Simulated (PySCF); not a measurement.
PySCF 2.14.0, PBE0/def2-svp, df: Al(Me)2(OSiH3) ([CH3][Al]([CH3])[O][SiH3]), 14 atoms. The geometry is a generated start, not checked to be a minimum at this level.

```yaml
task: energy
method: pbe0
basis: def2-svp
two_electron_scheme: density fitting
mol.max_memory: 3000 MB
mf.max_cycle: 100
mf.diis_space: 8 (default)
mf.conv_tol: 1e-09 (default)
mf.grids.level: 3 (default)
basis_functions: 123
grid_points: 168952
```

```xyz
14

Al     0.1071     0.4968     0.2841
C      1.6251     1.6532    -0.2889
H      2.5975     1.1914    -0.0882
H      1.6183     2.6149     0.2287
H      1.6019     1.8581    -1.3635
C     -1.1352     0.7880     1.8153
H     -1.7838    -0.0814     1.9620
H     -1.7877     1.6523     1.6696
H     -0.6061     0.9642     2.7545
O     -0.1701    -0.9024    -0.6195
Si    -0.4588    -2.2816    -1.4277
H     -1.6743    -2.8746    -0.8628
H      0.7053    -3.1478    -1.2270
H     -0.6391    -1.9310    -2.8366
```

With the defaults (mf.DIIS = CDIIS, mf.diis = true, mf.diis_damp = 0, mf.init_guess = minao, mf.level_shift = 0, mf.damp = 0, mf.diis_start_cycle = 1) it converges in 11 Fock builds. One run each on 2 threads, 1 BLAS thread, with these changes:
- mf.DIIS = EDIIS
- mf.init_guess = huckel
- mf.diis_damp = 0.3
- mf.level_shift = 1 Hartree
- mf.init_guess = sap
- mf.DIIS = ADIIS
- mf.diis = false
- mf.damp = 0.7, mf.diis_start_cycle = 8
- mf.damp = 0.3, mf.diis_start_cycle = 4

Problem. Which runs fail or end elsewhere than the default run?

Solution. No convergence: mf.DIIS = EDIIS; mf.diis = false (the run ends without SCF convergence in 100 cycles). The rest reach the solution of the defaults.

```
setting                                 Fock builds             end
--------------------------------------  -----------  --------------
the defaults                                     11   same solution
mf.diis_damp = 0.3                               11   same solution
mf.init_guess = huckel                           12   same solution
mf.init_guess = sap                              12   same solution
mf.damp = 0.3, mf.diis_start_cycle = 4           14   same solution
mf.damp = 0.7, mf.diis_start_cycle = 8           15   same solution
mf.DIIS = ADIIS                                  16   same solution
mf.level_shift = 1 Hartree                       31   same solution
mf.DIIS = EDIIS                                 101  no convergence
mf.diis = false                                 101  no convergence
```
